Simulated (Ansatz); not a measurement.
**La under a change: La → Hf**

Take La (space group P6_3/mmc, No. 194; a = 3.7856 Å, c = 12.0327 Å) as the base.

The change: full substitution La → Hf; the structure is relaxed again.

Level of theory: Ansatz (an electronic-structure program), r2SCAN, PAW, cutoff 500 eV, scalar-relativistic without spin-orbit coupling. Γ-centred 17×17×5 mesh, Fermi–Dirac width 0.05 eV, for the changed cell.

The volume per atom drops by 14.827 Å³ (37.33 Å³ → 22.51 Å³) and the c/a ratio grows by 0.0157 to 3.194. The space group remains P6_3/mmc (No. 194) and the shortest interatomic distance shrinks by 0.572 Å (3.718 Å → 3.146 Å). The band gap stays zero.

No phonon test of stability was made. All final runs are without spin polarisation.
